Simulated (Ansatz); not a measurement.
## Fluorite PbF₂ (high-temperature phase)

Computed with PBEsol (PAW; Ansatz, a first-principles code).

Run with plane-wave cutoff 500 eV, 12×12×12 k mesh, gaussian smearing 0.02 eV, scalar-relativistic PAW data made under PBE.

Cell (relaxed at this level):

Space group Fm-3m (No. 225); a = b = c = 5.899 Å, α = β = γ = 90.00°

| atom | site | symmetry | x | y | z |
|---|---|---|---|---|---|
| Pb | 4a | m-3m | 0.0000 | 0.0000 | 0.0000 |
| F | 8c | -43m | 0.2500 | 0.2500 | 0.2500 |
(The calculation used a cell of 3 atoms; values per cell refer to that cell.)

```json
{
  "band_gap": "4.31 eV (on the SCF k mesh)"
}
```

Spin–orbit coupling is not included; with these elements it can move the gap by several tenths of an eV or more.

Computing time: roughly 17 core-seconds.
